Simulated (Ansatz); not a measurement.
Start from W (space group Pm-3n, No. 223).

```
W
1.0
    5.03331     0.00000     0.00000
    0.00000     5.03331     0.00000
    0.00000     0.00000     5.03331
W
8
Direct
  0.00000   0.00000   0.00000
  0.50000   0.50000   0.50000
  0.00000   0.50000   0.25000
  0.00000   0.50000   0.75000
  0.25000   0.00000   0.50000
  0.75000   0.00000   0.50000
  0.50000   0.75000   0.00000
  0.50000   0.25000   0.00000
```

Computed with Ansatz (an electronic-structure program), PBEsol, PAW, cutoff 420 eV, without spin-orbit coupling, earlier PAW set.

Base values:

| Quantity | Value |
|---|---|
| Lattice parameter a | 5.033 Å |
| Band gap | zero |

It is then changed as follows: full substitution W → Cr, then cell and atoms are relaxed.

Tabulated Pauling electronegativity and covalent radius: W 2.36, 1.62 Å; Cr 1.66, 1.39 Å.

Estimate the effect on the lattice parameter a.

The lattice parameter a shrinks by 0.545 Å (5.033 Å → 4.488 Å).

Estimate the effect on the band gap.

The band gap stays zero.

No phonon test of stability was made. For Cr in this form, whether it has been made was not checked. Seeded moments were not kept for W → Cr. All final runs are without spin polarisation. This is not the structure that Cr has at room temperature and ambient pressure. This is not the structure that W has at room temperature and ambient pressure.
